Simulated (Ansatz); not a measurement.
```
BP
1.0
    0.00000     2.27411     2.27411
    2.27411     0.00000     2.27411
    2.27411     2.27411     0.00000
B P
1 1
Direct
  0.00000   0.00000   0.00000
  0.25000   0.25000   0.25000
```

Computed with PBE with spin-orbit coupling, rigid bands (plane waves, PAW; Ansatz, a first-principles code). Condition of this run: functional PBE, cell relaxed with it. Geometry: cell and atoms relaxed with PBE.

**Question.** What conductivity effective mass do dilute holes have at 300 K?

**Answer.** 0.42 mₑ.

**Question.** What conductivity effective mass do dilute electrons have at 300 K?

**Answer.** 0.33 mₑ.

**Question.** And the band gap?

**Answer.** 1.24 eV at this level; semilocal functionals usually fall short of the measured gap.

Rigid bands, one relaxation time for all states, no polarons.
